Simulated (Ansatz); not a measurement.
Take a 15-atom supercell of KTaO3 in the cubic perovskite structure (space group Pm-3m, No. 221) at its relaxed geometry as the base.

```xyz
15
Lattice="3.9901 -3.9901 -3.9901 0.0000 3.9901 -3.9901 3.9901 0.0000 3.9901" Properties=species:S:1:pos:R:3 pbc="T T T"
K      0.0000     0.0000     0.0000
K      3.9901     0.0000    -3.9901
K      3.9901     0.0000     0.0000
Ta     5.9852    -1.9951    -1.9951
Ta     1.9951    -1.9951    -1.9951
Ta     1.9951     1.9951    -1.9951
O      3.9901    -1.9951    -1.9951
O      3.9901     1.9951    -1.9951
O      0.0000     1.9951    -1.9951
O      1.9951     1.9951     0.0000
O      5.9852    -1.9951     0.0000
O      1.9951     1.9951    -3.9901
O      1.9951     0.0000     1.9951
O      5.9852     0.0000    -1.9951
O      1.9951     0.0000    -1.9951
```

Level of theory: Kohn–Sham DFT with the r2SCAN functional, run in Ansatz (a program for electronic structure) with PAW and 500 eV plane waves, no spin-orbit coupling.

Base values:

* **Pressure**: 0.0 GPa

It is then changed as follows: a neutral Ta on a K site (antisite), atoms relaxed at fixed cell, starting from a slightly rattled geometry.

Tabulated Pauling electronegativity and covalent radius: K 0.82, 2.03 Å; Ta 1.50, 1.70 Å.

Q: Predict the new largest displacement of a host atom from its site in the perfect cell.

A: The largest displacement of a host atom from its site in the perfect cell is 0.51 Å.

Q: Predict the new pressure.

A: The pressure goes from zero to 3.8 GPa.

Other magnetic orders, which the real material may have, were not ruled out. In so small a cell the defect repeats every few ångströms: this is an ordered compound, not a dilute defect. A case with no gap was solved on a k-mesh chosen for an insulator, which is coarse for it. No Hubbard U is applied, and correlation can decide whether such a compound is a metal. The defect cell is spin-polarised and ends with 0.6 μB, a fractional moment that hangs on the mesh and smearing.
